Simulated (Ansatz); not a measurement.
SiC: pressure series

Start from SiC (space group P6_3mc, No. 186; a = 3.0781 Å, c = 10.0762 Å).

Cell and atoms are relaxed at each pressure.

Calculations: Kohn–Sham DFT with the PBEsol functional, run in Ansatz (a first-principles code) with PAW and 420 eV plane waves, spin-orbit coupling left out.

Candidates:
(a) pressure 100 GPa
(b) pressure 75 GPa
(c) pressure 50 GPa
(d) pressure 7 GPa

For the base:

The width of the top valence band is 2.47 eV.

**Question.** Order them by width of the top valence band, highest first.

**Answer.** (a) pressure 100 GPa (2.84 eV), (b) pressure 75 GPa (2.78 eV), (c) pressure 50 GPa (2.71 eV), (d) pressure 7 GPa (2.51 eV)

The levels and masses belong to the bands next to the band gap. Load acts through the strain it causes; cell and atoms are relaxed under it. Whether these cells are dynamically stable was not tested. Competing high-pressure phases were not computed.
